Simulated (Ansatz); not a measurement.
Input and output of a self-consistent single point for Be3N2 (R3m, 5 atoms in the cell) (Ansatz, an electronic-structure program).

Level of theory: LDA (PW92), PAW files made with PBE (plane waves; Ansatz).

The change in words: lattice scaled by 0.98. Reference geometry:
```
Be3N2
1.0
    1.41980     0.81973     4.86622
   -1.41980     0.81973     4.86622
    0.00000    -1.63945     4.86622
Be N
3 2
Direct
  0.85900   0.85900   0.85900
  0.31769   0.31769   0.31769
  0.08881   0.08881   0.08881
  0.20416   0.20416   0.20416
  0.70844   0.70844   0.70844
```

Reference input (self-consistent single point, DFT, LDA (PW92), plane waves, PAW files made with PBE): kpoints.mp_grid.grid = 9 9 9; hamiltonian.xc = lda; hamiltonian.pseudopotentials = {kind: paw} (the program's default PAW files); scf.occupations.method = fixed. This run's input differs from it in these lines:

```diff
@@ -3,5 +3,5 @@
   lattice:
-    - [1.419805, 0.819725, 4.866217]
-    - [-1.419805, 0.819725, 4.866217]
-    - [0.000000, -1.639450, 4.866217]
+    - [1.391409, 0.803331, 4.768893]
+    - [-1.391409, 0.803331, 4.768893]
+    - [0.000000, -1.606661, 4.768893]
   atoms:
```

Output (repeated stretches shortened):

```
SCF iter   1: F=—  HF=-1020.280309 eV  |F-HF|=—  |Δ(HF+E_count)|=         —  Δρ=1.30e-1  dr2=6.05e0  ethr=3.10e-3  ⟨swp⟩=5.2  Hψ=5992  notcnv=0  defer=240
all-band conjugate gradients solve this SCF's bands
preconditioner: auto → none
SCF iter   2: F=—  HF=-1018.510387 eV  |F-HF|=—  |Δ(HF+E_count)|=    1.77e0  Δρ=6.38e-2  dr2=7.72e-1  ethr=3.10e-3  ⟨swp⟩=3.0  Hψ=2943  notcnv=0  defer=207
SCF iter   3: F=—  HF=-1018.303222 eV  |F-HF|=—  |Δ(HF+E_count)|=   2.07e-1  Δρ=2.07e-2  dr2=8.37e-2  ethr=3.10e-3  ⟨swp⟩=2.8  Hψ=2524  notcnv=0  defer=245
   [... lines left out ...]
SCF iter   6: F=—  HF=-1018.286462 eV  |F-HF|=—  |Δ(HF+E_count)|=   5.54e-5  Δρ=3.11e-4  dr2=7.95e-5  ethr=1.72e-6  ⟨swp⟩=2.1  Hψ=1732  notcnv=0  defer=254
SCF iter   7: F=—  HF=-1018.286441 eV  |F-HF|=—  |Δ(HF+E_count)|=   2.08e-5  Δρ=1.22e-4  dr2=5.33e-6  ethr=4.97e-7  ⟨swp⟩=2.0  Hψ=1426  notcnv=0  defer=97
SCF iter   8: F=—  HF=-1018.286439 eV  |F-HF|=—  |Δ(HF+E_count)|=   1.40e-6  Δρ=2.34e-5  dr2=1.62e-7  ethr=3.33e-8  ⟨swp⟩=2.5  Hψ=1493  notcnv=0  defer=96
SCF iter   9: F=-1018.286439 eV  HF=-1018.286439 eV  |F-HF|=5.00e-12  |Δ(HF+E_count)|=   3.41e-8  Δρ=2.99e-6  dr2=1.13e-9  ethr=6.25e-10  ⟨swp⟩=9.2  Hψ=5855  notcnv=0
SCF 1 converged in 9 iterations: F = -1018.286439 eV  dr2 = 1.13e-9
Free energy (F): -1018.286439 eV
Internal energy: -1018.286439 eV  (E = F + TS)
E sigma→0 (E₀):  -1018.286439 eV
Fermi energy:    8.431164 eV
--- Forces (eV/Å), atoms counted from 1 ---
  atom   1  Be     0.00000000    -0.00000000    -0.07877938
  atom   2  Be     0.00000000     0.00000000     0.08237404
  atom   3  Be     0.00000000    -0.00000000    -0.02866831
  atom   4  N      0.00000000     0.00000000     0.05382488
  atom   5  N      0.00000000    -0.00000000    -0.02875092
--- Stress (GPa, compression-positive) ---
        6.804808       0.000000      -0.000000
        0.000000       6.804808      -0.000000
        0.000000      -0.000000       5.214708
  P = ⅓ Tr σ = 6.2748 GPa (62.748 kbar)
  The stress holds the Pulay correction. Without it, at fixed plane waves, as pw.x and ABINIT print it: P = 5.8539 GPa
```

The run converged in 9 iterations. Against the reference run the free energy goes down by 2.4 meV/atom, the pressure goes from -7.52 to 6.27 GPa, the largest force goes from 0.045 to 0.082 eV/Å and the gap on the mesh goes from 2.890 to 2.939 eV.

The starting cell comes from a database of computed structures (which also holds hypothetical and non-ambient phases and stackings), without a prior relaxation at this level. For this run, on top of that: lattice scaled by 0.98. With a pressure of about 6 GPa the cell is away from its equilibrium volume at this level. Ansatz's pressure includes its estimate of the finite-basis (Pulay) stress.

Keys are those of Ansatz 0.2.
